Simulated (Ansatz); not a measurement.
Start from HfSi$_{2}$ (space group Cmcm, No. 63; a = 3.6828 Å, b = 14.5980 Å, c = 3.6582 Å).

(Cell as relaxed with PBE.)

Levels (all Ansatz, a program for electronic structure, PAW): PBE (420 eV, no spin-orbit coupling); PBEsol (420 eV, scalar-relativistic without spin-orbit coupling).

Each level relaxes its own structure.

```
base                  PBE    PBEsol
---------------  --------  --------
volume per atom  16.39 Å³  15.87 Å³
band gap             zero      zero
```

Now apply this change: a hydrostatic pressure of 50 GPa.

```
quantity              PBE  PBEsol
---------------  --------  ------
volume per atom  12.82 Å³       ?
band gap             zero       ?
```

### Question
What does PBEsol give?

### Answer

- volume per atom, PBEsol: 12.57 Å³
- band gap, PBEsol: zero

PBE's volume per atom lies 0.258 Å³ above PBEsol's (2.1 %); the two agree on the band gap. Neither level is exact; PBEsol is the comparison here, not a measurement.

Load acts through the strain it causes; cell and atoms are relaxed under it. Whether these cells are dynamically stable was not tested. No other phases were tried under pressure. The final runs are not spin-polarised.
